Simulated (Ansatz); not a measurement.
The reference is BaTiO₃ in the cubic perovskite structure (space group Pm-3m, No. 221; a = 3.935 Å). Axes: x, y, z lie along the cube axes.

Level of theory: LDA (Ansatz, a quantum-chemistry and plane-wave program, PAW, no spin-orbit coupling).

Strains are applied to the cell and any free atomic positions relax.

One change was made to it. Results:

```tsv
quantity	base	after
band gap	1.83 eV	1.65 eV
energy relative to the base (free energy F)	0 meV/atom	+8.1 meV/atom
```

### Question
Which change produced these results?
(A) tensor shear ε_xy = +0.67 %
(B) tensor shear ε_xy = +1.67 %
(C) tensor shear ε_xy = +0.33 %
(D) tensor shear ε_xy = +2.00 %

### Answer
D, tensor shear ε_xy = +2.00 %. For comparison, the energy relative to the base in the other runs: tensor shear ε_xy = +0.67 % gives +0.9 meV/atom; tensor shear ε_xy = +0.33 % gives +0.2 meV/atom; tensor shear ε_xy = +1.67 % gives +5.6 meV/atom.

Stability against distortions was not tested. The final runs are not spin-polarised. Many cubic perovskites are stable only at high temperature; tilts and polar distortions were not tested. This is not the structure that BaTiO3 has at room temperature and ambient pressure.
